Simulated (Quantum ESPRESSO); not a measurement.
Input and output of a self-consistent single point for AgBr (Fm-3m, 2 atoms in the cell) (Quantum ESPRESSO).

Level of theory: PBE, PSlibrary PAW (PBE) pseudopotentials (plane waves; Quantum ESPRESSO).

The change in words: lattice scaled by 0.98. Reference geometry:
```
AgBr
1.0
    0.00000     2.82334     2.82334
    2.82334     0.00000     2.82334
    2.82334     2.82334     0.00000
Ag Br
1 1
Direct
  0.00000   0.00000   0.00000
  0.50000   0.50000   0.50000
```

Reference input (self-consistent single point, DFT, PBE, plane waves, PSlibrary PAW (PBE) pseudopotentials): ecutwfc = 55 Ry; ecutrho = 330 Ry; occupations = fixed; potentials = {Ag: Ag.pbe-n-kjpaw_psl.1.0.0.UPF, Br: Br.pbe-n-kjpaw_psl.1.0.0.UPF}; K_POINTS = automatic 8 8 8 0 0 0; nbnd = 17; conv_thr = 1e-09 Ry. This run's input differs from it in these lines:

```diff
@@ -24,5 +24,5 @@
 CELL_PARAMETERS {bohr}
-   0.0000000000     5.3353317978     5.3353317978
-   5.3353317978     0.0000000000     5.3353317978
-   5.3353317978     5.3353317978     0.0000000000
+   0.0000000000     5.2286246327     5.2286246327
+   5.2286246327     0.0000000000     5.2286246327
+   5.2286246327     5.2286246327     0.0000000000
 ATOMIC_POSITIONS {crystal}
```

Log, with long lists cut:

```
     Self-consistent Calculation

     iteration #  1     ecut=    55.00 Ry     beta= 0.70

     Threshold (ethr) on eigenvalues was too large:
     Diagonalizing with lowered threshold

     total energy              =    -559.70156019 Ry
     estimated scf accuracy    <       0.02153274 Ry

     iteration #  2     ecut=    55.00 Ry     beta= 0.70

     total energy              =    -559.70592513 Ry
     estimated scf accuracy    <       0.01162684 Ry

     iteration #  3     ecut=    55.00 Ry     beta= 0.70

     total energy              =    -559.70889365 Ry
     estimated scf accuracy    <       0.00043617 Ry

   [... 2 blocks of this kind left out ...]

     iteration #  6     ecut=    55.00 Ry     beta= 0.70

     total energy              =    -559.70898302 Ry
     estimated scf accuracy    <       0.00000003 Ry

     iteration #  7     ecut=    55.00 Ry     beta= 0.70
     End of self-consistent calculation

     highest occupied, lowest unoccupied level (ev):     8.3764    9.0351

!    total energy              =    -559.70898303 Ry
     estimated scf accuracy    <          2.4E-10 Ry

     convergence has been achieved in   7 iterations

     Forces acting on atoms (cartesian axes, Ry/au):

     atom    1 type  1   force =    -0.00000000   -0.00000000   -0.00000000
     atom    2 type  2   force =     0.00000000    0.00000000   -0.00000000

     Total force =     0.000000     Total SCF correction =     0.000000

          total   stress  (Ry/bohr**3)                   (kbar)     P=       91.37
   0.00062113   0.00000000   0.00000000           91.37        0.00        0.00
   0.00000000   0.00062113   0.00000000            0.00       91.37        0.00
   0.00000000   0.00000000   0.00062113            0.00        0.00       91.37

   JOB DONE.
```

The run converged in 7 iterations. Against the reference run the free energy rises by 62.1 meV/atom, the pressure goes from 4.55 to 9.14 GPa and the gap on the mesh goes from 0.645 to 0.659 eV.

The starting cell comes from a database of computed structures (which also holds hypothetical and non-ambient phases and stackings), without a prior relaxation at this level. Its lattice was rescaled by a random factor within 2.5 % of one. For this run, on top of that: lattice scaled by 0.98. With a pressure of about 9 GPa the cell is away from its equilibrium volume at this level.
